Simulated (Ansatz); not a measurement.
## A computed series for SnTe: response to strain

Take SnTe in the rock salt structure (space group Fm-3m, No. 225) as the base.

```yaml
crystal:
  lattice:
    - [0.00000, 3.18510, 3.18510]
    - [3.18510, 0.00000, 3.18510]
    - [3.18510, 3.18510, 0.00000]
  atoms:
    - { symbol: Te, position: [0.00000, 0.00000, 0.00000] }
    - { symbol: Sn, position: [0.50000, 0.50000, 0.50000] }
```

Cartesian axes are those of the cell as printed.

Strains are applied to the cell and any free atomic positions relax; under biaxial strain the out-of-plane vector relaxes too; under stress the whole cell relaxes.

Computed with plane-wave PAW DFT at the r2SCAN level (Ansatz, an electronic-structure program, 500 eV), no spin-orbit coupling.

Notes on the quantities. energy relative to the base: free energy F.

```csv
variant,band gap,energy relative to the base,space group,volume per atom
base,0.13 eV,0 meV/atom,Fm-3m (No. 225),32.31 Å³
"biaxial strain −4.18 %, plane normal [001], relaxed out of plane",zero,+53 meV/atom,I4/mmm (No. 139),29.74 Å³
"biaxial strain −0.90 %, plane normal [001], relaxed out of plane",0.07 eV,+2.2 meV/atom,I4/mmm (No. 139),31.75 Å³
isotropic strain +5.32 %,0.53 eV,+95 meV/atom,Fm-3m (No. 225),37.75 Å³
uniaxial strain ε_zz = +2.01 %,0.16 eV,+4.7 meV/atom,I4/mmm (No. 139),32.96 Å³
uniaxial strain ε_zz = +2.79 %,0.15 eV,+8.8 meV/atom,I4/mmm (No. 139),33.21 Å³
"uniaxial stress, 5 GPa tension along x",0.09 eV,+33 meV/atom,I4/mmm (No. 139),34.03 Å³
tensor shear ε_yz = +1.80 %,zero,…,Immm (No. 71),32.30 Å³
"uniaxial stress, 3 GPa compression along z",zero,+6.1 meV/atom,I4/mmm (No. 139),31.66 Å³
"uniaxial stress, 3 GPa tension along x",0.14 eV,…,I4/mmm (No. 139),33.18 Å³
```

**Question.** Some entries are withheld; estimate them.

**Answer.** 
- tensor shear ε_yz = +1.80 %, energy relative to the base: +2.4 meV/atom
- uniaxial stress, 3 GPa tension along x, energy relative to the base: +9.1 meV/atom

A case with no gap was solved on a k-mesh chosen for an insulator, which is coarse for it. With Te present, leaving out spin-orbit coupling can change the band edges. Beyond what the load breaks, stability against distortions was not tested. All final runs are without spin polarisation. Gaps under 0.05 eV, about the width of the smearing, are given as zero. A zero or small gap of SnTe can be the functional's error rather than a property of the material.
